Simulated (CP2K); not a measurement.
Band structure of Ga (Cmce, 4 atoms in the cell).

```
Ga
1.0
    4.42887     0.00000     0.00000
   -2.18009     3.85513     0.00000
    0.00000     0.00000     4.58739
Ga
4
Direct
  0.65570   0.34430   0.41540
  0.34430   0.65570   0.58460
  0.84430   0.15570   0.91540
  0.15570   0.84430   0.08460
```

Method: PBE, GPW, DZVP-MOLOPT-SR-GTH basis, GTH-PBE potentials (GTH_POTENTIALS) (CP2K 2026.2).

Settings: CUTOFF = 600 Ry; REL_CUTOFF = 50 Ry; SMEAR/METHOD = FERMI_DIRAC; ELECTRONIC_TEMPERATURE = 1578.21 K; KPOINTS/SCHEME = MONKHORST-PACK 6 6 5; GAMMA_CENTERED = T; XC_FUNCTIONAL = PBE; Ga/BASIS_SET = DZVP-MOLOPT-SR-GTH; Ga/POTENTIAL = GTH-PBE-q13; METHOD = GPW; EPS_DEFAULT = 1e-10; EXTRAPOLATION = USE_GUESS; NGRIDS = 5; SCF_GUESS = ATOMIC.

The starting cell comes from a database of computed structures (which also holds hypothetical and non-ambient phases and stackings), without a prior relaxation at this level. Its lattice was rescaled by a random factor within 2.5 % of one. Values carry the incompleteness of an atom-centred basis.

Levels in eV from the Fermi level, bands 23 to 28:
| point | 23 | 24 | 25 | 26 | 27 | 28 |
|---|---|---|---|---|---|---|
| Γ | -3.96 | -1.66 | -1.52 | -0.75 | 1.01 | 1.01 |
| X | -6.53 | -1.28 | -1.21 | -0.28 | -0.23 | 0.83 |
| S | -3.48 | -3.48 | -1.52 | -1.52 | 0.63 | 0.63 |
| R | -6.31 | -6.31 | -1.55 | -1.55 | 0.53 | 0.53 |
| A | -6.07 | -6.07 | -3.66 | -3.66 | 4.40 | 4.40 |
| Z | -0.03 | -0.03 | 0.03 | 0.03 | 0.11 | 0.11 |
| Y | -4.02 | -3.22 | -1.99 | -1.69 | 1.05 | 1.07 |
| X1 | -6.53 | -1.28 | -1.21 | -0.28 | -0.23 | 0.83 |
| A1 | -6.07 | -6.07 | -3.66 | -3.66 | 4.40 | 4.40 |
| T | -5.39 | -5.39 | -1.24 | -1.24 | -0.79 | -0.79 |

Bands cross the Fermi level along this path, so the cell is metallic at this level.

Higher empty bands are left out: an atom-centred basis made for the valence describes them poorly.
